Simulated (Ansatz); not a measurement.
Take Li in the bcc (W type) structure (space group Im-3m, No. 229; a = 3.4343 Å) as the base.

The other end (x = 1) is Na in the bcc (W type) structure (space group Im-3m, No. 229): 36.24 Å³/atom, gap zero.

All numbers come from PBEsol (Ansatz, a program for electronic structure, PAW, no SOC).

Na replaces a fraction x of Li; each row is one arrangement (x, atoms in the cell, starting space group or random), fully relaxed.

One change was made to it. Results:

The deviation of the volume from the linear (Vegard-type) interpolation comes out as -0.1 %; the band gap stays zero; the mixing energy is +0.03 eV/atom (to 0.01 eV only: unlike meshes or grids).

Q: Which of these changes matches the shifts?
(A) x(Na) = 0.25, 4 atoms, Cmmm
(B) x(Na) = 0.75, 4 atoms, Immm
(C) x(Na) = 0.333, 3 atoms, I4/mmm

A: B, x(Na) = 0.75, 4 atoms, Immm. For comparison, the deviation of the volume from the linear in the other runs: x(Na) = 0.333, 3 atoms, I4/mmm gives -0.9 %; x(Na) = 0.25, 4 atoms, Cmmm gives -0.6 %.

These are small ordered cells, not random alloys; other orderings at the same x differ. No phonon test of stability was made. Under x(Na) = 0.333, 3 atoms, I4/mmm and x(Na) = 0.25, 4 atoms, Cmmm the cell changed shape so far that it is another structure.
